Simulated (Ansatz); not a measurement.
MoS2 on WS2 (WS2 trigonal-prismatic (1H); MoS2 trigonal-prismatic (1H); facing atoms over hollows or bridges; layers strained to one cell), space group P3m1.

The geometry comes from a PBE+D3(BJ) relaxation.

```
CELL_PARAMETERS angstrom
      3.15936     0.00000     0.00000
     -1.57968     2.73608     0.00000
      0.00000     0.00000    27.36000
ATOMIC_POSITIONS crystal
  S  0.66667 0.33333 0.33160
  W  0.33333 0.66667 0.38918
  S  0.66667 0.33333 0.44671
  S  0.33333 0.66667 0.55404
  Mo 0.66667 0.33333 0.61118
  S  0.33333 0.66667 0.66838
```

Method: HSE06 (plane waves to 420 eV, PAW; Ansatz, a quantum-chemistry and plane-wave program). Scalar-relativistic, without spin–orbit coupling; the runs are not spin-polarised; with elements this heavy it can move edges by tenths of an eV. Its k-point mesh 9×9×1, Fermi–Dirac width 0.01 eV. HSE06 ran on meshes of its own (9×9×1); its edges and gaps are taken over the mesh and over extra points off it, mostly where PBE has its edges. A dipole correction is on.

Question: List the levels next to the gap at (0.333, 0.333, 0.000) of this cell's own (folded) zone, from the top of the valence band (the table ends after a fixed count of bands, which can cut a degenerate set).

Answer: 
```csv
band,E − E_v (eV)
v4,-3.144
v3,-3.143
v2,-0.606
v1,-0.350
c1,1.638
c2,2.050
c3,3.037
c4,3.779
```
